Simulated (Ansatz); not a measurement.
## Effect of pressure 10 GPa on CaF2

Start from CaF₂ in the fluorite structure (space group Fm-3m, No. 225; a = 5.511 Å).

The change: a hydrostatic pressure of 10 GPa.

Calculations: PBE (Ansatz, a program for electronic structure; PAW; 420 eV plane waves; no spin-orbit coupling). k-mesh 10×10×10 (Γ-centred); smearing 0.05 eV (Fermi–Dirac).

The density increases by 0.33 g/cm³, from 3.10 g/cm³ to 3.43 g/cm³ and the lattice parameter a shrinks by 0.185 Å, from 5.511 Å to 5.326 Å. The shortest interatomic distance shrinks by 0.080 Å, from 2.386 Å to 2.306 Å and the enthalpy H = E + PV relative to the base's energy amounts to +0.82 eV/atom. The band gap grows by 0.624 eV, from 7.14 eV to 7.77 eV and the gap character stays indirect, X → Γ. The smallest direct gap increases by 0.64 eV to 8.03 eV and the electron mass becomes 0.56 mₑ (at Γ) (base: 0.55 mₑ (at Γ)). The valley order (the lowest conduction-band minima on the path, energy above the VBM, named in the base's zone) goes from Γ 7.14 eV; X along ⟨100⟩ 8.05 eV to Γ 7.77 eV; X along ⟨100⟩ 8.34 eV.

Final structure:

```xyz
3
Lattice="0.0000 2.6629 2.6629 2.6629 0.0000 2.6629 2.6629 2.6629 0.0000" Properties=species:S:1:pos:R:3 pbc="T T T"
Ca     0.0000     0.0000     0.0000
F      1.3314     1.3314     1.3314
F      3.9943     3.9943     3.9943
```

Load acts through the strain it causes; cell and atoms are relaxed under it. Masses are band curvatures over ±0.01 Å⁻¹ around the edge. No phonon test of stability was made. No other phases were tried under pressure.
